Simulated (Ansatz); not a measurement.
```
CELL_PARAMETERS angstrom
      4.50959     0.00000     0.00000
     -2.25480     3.90542     0.00000
      0.00000     0.00000     7.33702
ATOMIC_POSITIONS crystal
  Mg 0.66667 0.33333 0.00084
  Mg 0.33333 0.66667 0.50084
  Te 0.66667 0.33333 0.62436
  Te 0.33333 0.66667 0.12436
```

The cell was generated from a structure type, relaxed within its symmetry, and need not be the phase found at ambient conditions. Spin-orbit coupling is not included.

Give the diagonal Born effective charges atom by atom and the electronic dielectric tensor from linear response, Ansatz (a first-principles code), LDA functional, plane-wave PAW.


| atom | Z*xx | Z*yy | Z*zz |
|---|---|---|---|
| Mg1 | 1.87 | 1.87 | 1.96 |
| Mg2 | 1.87 | 1.87 | 1.96 |
| Te3 | -1.87 | -1.87 | -1.96 |
| Te4 | -1.87 | -1.87 | -1.96 |

ε∞ diagonal: 5.6, 5.6, 5.7. The program warned that the k mesh resolves the field response only roughly, so the permittivities are not converged. Away from Γ the polar cell without biaxial strain shows no imaginary mode on a 2×2×2 mesh.
